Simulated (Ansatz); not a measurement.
Data:

```
CELL_PARAMETERS angstrom
      4.27789     0.00000     0.00000
      0.00000     4.27789     0.00000
      0.00000     0.00000     4.27789
ATOMIC_POSITIONS crystal
  Ba 0.00000 0.00000 0.00000
  Zr 0.50000 0.50000 0.50000
  O  0.50000 0.00000 0.50000
  O  0.00000 0.50000 0.50000
  O  0.50000 0.50000 0.00000
```

No spin polarisation.

All numbers come from PBE (Ansatz, an electronic-structure program), without spin-orbit coupling. Settings: 8×8×8 k-points, 0.05 eV Fermi–Dirac smearing.

**Question.** Estimate the gap character.

**Answer.** Indirect, R → Γ.

**Question.** What is the computed band gap?

**Answer.** 3.09 eV.

**Question.** Estimate the smallest direct gap.

**Answer.** 3.35 eV.

The cells carry an imposed strain or load. Stability against distortions was not tested. The cell was made from BaZrO3 in the cubic perovskite structure (space group Pm-3m, No. 221) by this change: isotropic strain +1.20 %.
